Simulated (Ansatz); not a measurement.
An Ansatz (an electronic-structure program) input (plane-wave PAW DFT at the PBE level (Ansatz, 420 eV), scalar-relativistic without spin-orbit coupling, earlier PAW set):

Ansatz 0.2 input:
```yaml
crystal:
  lattice:
    - [-1.5803847808, 1.5803847808, 1.5803847808]
    - [1.5803847808, -1.5803847808, 1.5803847808]
    - [1.5803847808, 1.5803847808, -1.5803847808]
  atoms:
    - { symbol: Mo, position: [0, 0, 0] }
basis: { ecutwfc: 420, ecutrho_ratio: 4, xc_grid: 2, fft_grid_basis: typed }
kpoints: { mp_grid: { grid: [21, 21, 21] } }
hamiltonian:
  xc: pbe
  dispersion: none
  pseudopotentials: { azcp: { folder: ./paw }, kind: paw }
scf: { occupations: { method: fermi_dirac, width: 0.05 }, convergence: { dr2_threshold: 0.0000000001 } }
output: { forces: true, stress: true }
checkpoint: { write: state.ck, write_every: 1000 }
```

Question: Which symmetry and how many k-points will the program report, and about how many plane waves at Γ?

Answer: Space group Im-3m (ITA 229) with 48 operations, k-points 286 of 9261, and 321 plane waves at Γ.

Stability against distortions was not tested. The final runs are not spin-polarised. The cell is Mo in the bcc (W type) structure (space group Im-3m, No. 229).
